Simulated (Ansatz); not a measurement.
## How far to go with the k-point mesh: LaZn (P4mm, 2 atoms in the cell)

```yaml
crystal:
  lattice:
    - [3.76749, 0.00000, 0.00000]
    - [0.00000, 3.76749, 0.00000]
    - [0.00000, 0.00000, 3.76749]
  atoms:
    - { symbol: La, position: [0.00000, 0.00000, 0.01327] }
    - { symbol: Zn, position: [0.50000, 0.50000, 0.50000] }
```

Method: PBEsol, default PAW files made with PBE (plane waves; Ansatz, a first-principles code).

Base settings: basis.ecutwfc = 420 eV; kpoints.mp_grid.grid = 9 9 9; hamiltonian.xc = pbesol; hamiltonian.pseudopotentials = {kind: paw} (the program's default PAW files); scf.occupations.method = gaussian; scf.occupations.width = 0.1 eV.

The second cell is the first with its lattice scaled by 0.98.

Only quantities that move along the ladder and can be compared are tabulated.

The count of work is k-points × plane waves × bands × iterations; it is no time. 

The starting cell comes from a database of computed structures (which also holds hypothetical and non-ambient phases and stackings), without a prior relaxation at this level. Its lattice was rescaled by up to half a per cent. One atom was moved a little off its site on purpose. Ansatz's pressure includes its estimate of the finite-basis (Pulay) stress.

| kpoints.mp_grid.grid | free energy less the last step's (meV/atom) | energy of the compressed cell less the first (meV/atom) | pressure (GPa) | largest difference of a force vector from the last step's (eV/Å) | count of work / last |
|---|---|---|---|---|---|
| 2 2 2 | -135.27 | -46.27 | -5.51 | 0.179 | 0.0056 |
| 3 3 3 | -164.19 | -44.12 | -5.65 | 0.004 | 0.0039 |
| 4 4 4 | -42.58 | -27.54 | -4.08 | 0.005 | 0.010 |
| 5 5 5 | -10.25 | -21.09 | -3.43 | 0.003 | 0.010 |
| 6 6 6 | 2.43 | -15.41 | -2.89 | 0.011 | 0.022 |
| 7 7 7 | 0.70 | -13.19 | -2.72 | 0.005 | 0.022 |
| 8 8 8 | 7.09 | -13.82 | -2.76 | 0.000 | 0.042 |
| 9 9 9 | 6.24 | -14.06 | -2.78 | 0.005 | 0.042 |
| 10 10 10 | 0.82 | -15.38 | -2.90 | 0.001 | 0.070 |
| 11 11 11 | -0.94 | -15.62 | -2.93 | 0.001 | 0.070 |
| 13 13 13 | -1.03 | -15.52 | -2.91 | 0.001 | 0.11 |
| 14 14 14 | -0.75 | -15.15 | -2.89 | 0.001 | 0.16 |
| 17 17 17 | 0.37 | -15.14 | -2.88 | 0.001 | 0.23 |
| 19 19 19 | 0.17 | -15.23 | -2.89 | 0.000 | 0.31 |
| 21 21 21 | -0.13 | -15.32 | -2.90 | 0.000 | 0.40 |
| 23 23 23 | -0.20 | -15.26 | -2.89 | 0.000 | 0.52 |
| 26 26 26 | 0.01 | -15.23 | -2.89 | 0.000 | 0.82 |
| 29 29 29 | 0.00 | -15.26 | -2.89 | 0.000 | 1.0 |

Coarsest kpoints.mp_grid.grid that holds the forces within 0.02 eV/Å of the last step, with all finer ones: 3 3 3, at 0.0039 of the last step's count of work; the step before is off by 0.18 eV/Å.

Coarsest kpoints.mp_grid.grid that holds the free energy within 2 meV/atom of the last step, with all finer ones: 10 10 10, at 0.070 of the last step's count of work; the step before is off by 6.2 meV/atom.

Coarsest kpoints.mp_grid.grid that holds the pressure within 0.5 GPa of the last step, with all finer ones: 6 6 6, at 0.022 of the last step's count of work; the step before is off by 0.54 GPa.

The energy difference between the two cells stays within 1 meV/atom of the last step's from 10 10 10 on, the total only from 14 14 14 on: much of the error is common to both cells and cancels.

Two neighbours can agree and both be off: 8 8 8 and 9 9 9 differ by 0.86 meV/atom in the free energy, yet lie about 6.2 meV/atom from the last step.

Keys are those of Ansatz 0.2.
